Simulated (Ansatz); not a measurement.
Functionals compared on a constructed model of the (100) surface of fcc Cu, a pseudomorphic layer of Os in the host's stacking (bottom of the slab: a bare face, its two planes held), in Ansatz (plane waves, PAW). The structure was relaxed with PBE; the other rows are single points on it. Cutoff 420 eV (500 eV for r2SCAN).

Model: 7-atom slab, 11.3 Å thick at the start, 15x15x1 mesh, Fermi-Dirac 0.1 eV, dipole correction, 2 atoms held, the rest relaxed; held to the start's symmetry, so lower structures may exist; no spin, no spin-orbit, no U. It is one candidate, not shown to be the stable structure of the face. These notes are the PBE run's.

```csv
functional,work function of the top face (eV),rough cost of the single point
PBE,5.55,–
RPBE,___,about 50 core-seconds (a rough figure)
r2SCAN,5.67,about 100 core-seconds (a rough figure)
```

**Question.** Complete the blanks.

**Answer.** 
- RPBE, work function of the top face (eV): 5.41

Ansatz is an electronic-structure program.
